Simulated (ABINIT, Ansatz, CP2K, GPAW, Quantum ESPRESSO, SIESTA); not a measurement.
**One structure in several programs: CsPbBr3 (Pm-3m, 5 atoms in the cell)**

Self-consistent single point.

```xyz
5
Lattice="6.0926 0.0000 0.0000 0.0000 6.0926 0.0000 0.0000 0.0000 6.0926" Properties=species:S:1:pos:R:3 pbc="T T T"
Cs     0.0000     0.0000     0.0000
Pb     3.0463     3.0463     3.0463
Br     3.0463     3.0463     0.0000
Br     0.0000     3.0463     3.0463
Br     3.0463     0.0000     3.0463
```

All programs got the same cell, k-point mesh and kind of occupations (some realise fixed ones as a very narrow smearing) (in Ansatz's words: kpoints.mp_grid.grid = 5 5 5; scf.occupations.method = fixed); potentials, basis and cutoffs are each program's usual ones.

```tsv
code	model	pressure (GPa)	k-points	cutoff
ABINIT	PBE, PAW (JTH v2.0 PBE PAW)	-0.84	10	571 eV
Quantum ESPRESSO	PBE, GBRV 1.5 ultrasoft (PBE) pseudopotentials	-0.82	10	40 Ry
SIESTA	GGA PBE, numerical atomic orbitals DZP, PseudoDojo PBE standard norm-conserving potentials (rewritten from UPF to PSML)	-1.64	63	grid 400 Ry
Ansatz	PBE, default PAW files	-0.78	10	default
GPAW	PBE, GPAW PAW datasets PBE (gpaw-data 1.0.1)	-0.80	10	600 eV
CP2K	PBE, GPW, DZVP-MOLOPT-SR-GTH basis, GTH-PBE potentials (GTH_POTENTIALS)	-0.69	63	grid 500 Ry
```

The spread over the programs that give each value: pressure within 0.95 GPa.

The starting cell comes from a database of computed structures (which also holds hypothetical and non-ambient phases and stackings), without a prior relaxation at this level. Its lattice was rescaled by a random factor within 2.5 % of one. On Ansatz's run: Spin-orbit coupling is off. A gap is left out here, as mesh or smearing make it unsure.

**Question.** Why do the programs differ, and what cannot be compared?

**Answer.** Differences of this kind can come from the potentials, where these differ, and from what each basis and cutoff leave unconverged. The valence holds different numbers of electrons (ABINIT 44, Quantum ESPRESSO 44, SIESTA 44, Ansatz (a program for electronic structure) 44, GPAW 44, CP2K 34). The zero of total energies and Fermi levels follows the potentials and each program's conventions, so they are not compared here. SIESTA and CP2K use small atom-centred bases, whose incompleteness enters pressures, forces and empty levels differently from a plane-wave cutoff. Ansatz's pressure is given at a fixed set of plane waves, as the other plane-wave codes print theirs. The programs reduce the same mesh by symmetry to different extents, which changes the work and not the result.

This mesh misses zone-boundary points where a band edge of such crystals can lie, so no gaps are given.

Left out of this page: Elk and FLEUR (not drawn, or without a comparable value).

Keys are those of Ansatz 0.2.
